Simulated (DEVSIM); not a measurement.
System: abrupt Si p-n junction, at 400 K.

Layer 1 from the left is Si, thickness (μm) 0.340, Na (cm⁻³) 3.2e16, τn (s) 3.1e-7, τp (s) 3.1e-7. Layer 2 from the left is Si, thickness (μm) 14.0, Nd (cm⁻³) 2.7e17, τn (s) 3.1e-7, τp (s) 3.1e-7.

Left contact: ohmic. Right contact: ohmic. Voltage is applied to the left contact. Recombination: SRH at mid-gap. Mobility is μmin + (μ − μmin)/(1 + (N/Nref)^α).

This is a model device: material constants are rounded textbook-type values typed into the input, and sizes, dopings and lifetimes were drawn at random. Values at 300 K; Nc and Nv go as T^1.5, mobilities as T to minus their exponent, the gap by Varshni's rule with the affinity fixed.

Si: gap (eV) 1.124, affinity (eV) 4.05, permittivity 11.7, Nc (cm⁻³) 2.86e19, Nv (cm⁻³) 3.1e19, μn (cm²/Vs) 1417, μp (cm²/Vs) 470, μn,min 52, μp,min 45, Nref,n 9.7e16, Nref,p 2.2e17, αn 0.68, αp 0.72, T exponent of μn 2.3, T exponent of μp 2.2, Varshni α (eV/K) 0.000473, Varshni β (K) 636.

Question: Estimate by hand the built-in potential, the peak field at zero bias, the capacitance at -1.5 V, and compare with a numerical solution.

Answer: 
- Built-in potential: ni = √(Nc Nv) exp(−Eg/2kT) = 5.68e12 cm⁻³ with Eg = 1.096 eV; Vbi = kT/q ln(Na Nd/ni²) = 0.669 V; numerical 0.669 V.
- Peak field at zero bias: depletion approximation: W = √(2εVbi/(qN)) = 0.174 μm with N = 2.86e16 cm⁻³; field = 2Vbi/W = 76900 V/cm; numerical 74000 V/cm (estimate above by 4.0 %).
- Capacitance at -1.5 V: C = √(qεN / 2(Vbi + |V|)) = 33.1 nF/cm²; numerical 33.7 nF/cm² (estimate below by 1.7 %).

Model (solved in DEVSIM): 1D drift-diffusion, Boltzmann statistics, complete ionisation; no tunnelling, impact ionisation, image-force lowering or self-heating.
